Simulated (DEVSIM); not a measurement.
System: abrupt Si n-p junction, at 400 K.

```
layer (left to right)  material  thickness (μm)  Nd (cm⁻³)  Na (cm⁻³)  τn (s)  τp (s)
---------------------  --------  --------------  ---------  ---------  ------  ------
1                            Si            72.0     9.9e18          -  5.3e-6  5.3e-6
2                            Si            1.20          -     8.4e15  5.3e-6  5.3e-6
```

Left contact: ohmic. Right contact: ohmic. Voltage is applied to the left contact. Recombination: SRH at mid-gap. Gap narrowing is on: ΔEg = 6.92 meV × (l + √(l² + 0.5)), l = ln(N/1.3e17 cm⁻³), shared equally by both band edges. Mobility is μmin + (μ − μmin)/(1 + (N/Nref)^α).

The device is made up for the run: typed textbook-type constants, with dimensions and the other settings drawn at random. Values at 300 K; Nc and Nv go as T^1.5, mobilities as T to minus their exponent, the gap by Varshni's rule with the affinity fixed.

```
parameter               Si
----------------  --------
gap (eV)             1.124
affinity (eV)         4.05
permittivity          11.7
Nc (cm⁻³)          2.86e19
Nv (cm⁻³)           3.1e19
μn (cm²/Vs)           1417
μp (cm²/Vs)            470
μn,min                  52
μp,min                  45
Nref,n              9.7e16
Nref,p              2.2e17
αn                    0.68
αp                    0.72
T exponent of μn       2.3
T exponent of μp       2.2
Varshni α (eV/K)  0.000473
Varshni β (K)          636
```

DEVSIM, 1D drift-diffusion, Boltzmann statistics, complete ionisation; no tunnelling, impact ionisation, image-force lowering or self-heating.

Q: Tabulate band edges, carrier densities and field at zero bias.

A: Energies count from the Fermi level of the right contact; mesh points crowd at the junctions.

| x (μm) | Ec (eV) | Ev (eV) | n (cm⁻³) | p (cm⁻³) | field (V/cm) |
|---|---|---|---|---|---|
| 0.000 | 0.051 | -0.985 | 9.9e18 | 1.9e7 | ≈ 0 |
| 0.03736 | 0.051 | -0.985 | 9.9e18 | 1.9e7 | ≈ 0 |
| 0.1328 | 0.051 | -0.985 | 9.9e18 | 1.9e7 | ≈ 0 |
| 0.3768 | 0.051 | -0.985 | 9.9e18 | 1.9e7 | ≈ 0 |
| 1.339 | 0.051 | -0.985 | 9.9e18 | 1.9e7 | ≈ 0 |
| 3.459 | 0.051 | -0.985 | 9.9e18 | 1.9e7 | ≈ 0 |
| 8.877 | 0.051 | -0.985 | 9.9e18 | 1.9e7 | ≈ 0 |
| 30.24 | 0.051 | -0.985 | 9.9e18 | 1.9e7 | ≈ 0 |
| 54.74 | 0.051 | -0.985 | 9.9e18 | 1.9e7 | ≈ 0 |
| 65.26 | 0.051 | -0.985 | 9.9e18 | 1.9e7 | ≈ 0 |
| 69.38 | 0.051 | -0.985 | 9.9e18 | 1.9e7 | ≈ 0 |
| 71.25 | 0.051 | -0.985 | 9.9e18 | 1.9e7 | ≈ 0 |
| 71.72 | 0.051 | -0.985 | 9.9e18 | 1.9e7 | ≈ 0 |
| 71.91 | 0.051 | -0.985 | 9.9e18 | 1.9e7 | ≈ 0 |
| 71.99 | 0.051 | -0.985 | 9.9e18 | 1.9e7 | 410 |
| 72.02 | 0.234 | -0.862 | 5.0e16 | 6.6e8 | 44000 |
| 72.08 | 0.436 | -0.660 | 1.4e14 | 2.3e11 | 29000 |
| 72.23 | 0.728 | -0.368 | 2.9e10 | 1.1e15 | 10000 |
| 72.75 | 0.798 | -0.298 | 3.9e9 | 8.4e15 | ≈ 0 |
| 73.03 | 0.798 | -0.298 | 3.9e9 | 8.4e15 | ≈ 0 |
| 73.15 | 0.798 | -0.298 | 3.9e9 | 8.4e15 | ≈ 0 |
| 73.20 | 0.798 | -0.298 | 3.9e9 | 8.4e15 | ≈ 0 |
